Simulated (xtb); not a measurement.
xtb 6.7.1, GFN1-xTB: B(Br)(OH)(OMe) (COB(O)Br), 9 atoms. The geometry is a generated start, not checked to be a minimum at this level.

```yaml
run_flags: --grad
method: GFN1-xTB
"--acc": 1 (default)
"--etemp (K)": 300 (default)
basis_functions: 34
valence_electrons: 30
```

```xyz
9

B      0.4193     0.8770     0.3831
Br     1.6597     2.3179     0.3608
O     -0.4862     0.7372     1.3650
H     -0.5085     1.3776     2.0743
O      0.5412     0.0313    -0.6399
C     -0.2582    -1.1157    -0.8389
H     -0.9598    -0.9194    -1.6514
H      0.4028    -1.9359    -1.1192
H     -0.8103    -1.3699     0.0662
```

One run each on 1 thread. Values of broydamp tried: 0.02, 0.05, 0.1, 0.2, 0.4 (default), 0.6, 0.8, 1.

Q: How does the count of SCC iterations change with broydamp, and where is it least?

A: Fewest SCC iterations, within one of each other: 0.4 (default) with 11, 0.6 with 10. The count rises to 28 at 0.02. All converge to one solution.

| broydamp | SCC iterations | end |
|---|---|---|
| 0.02 | 28 | same solution |
| 0.05 | 23 | same solution |
| 0.1 | 22 | same solution |
| 0.2 | 15 | same solution |
| 0.4 (default) | 11 | same solution |
| 0.6 | 10 | same solution |
| 0.8 | 12 | same solution |
| 1 | 14 | same solution |
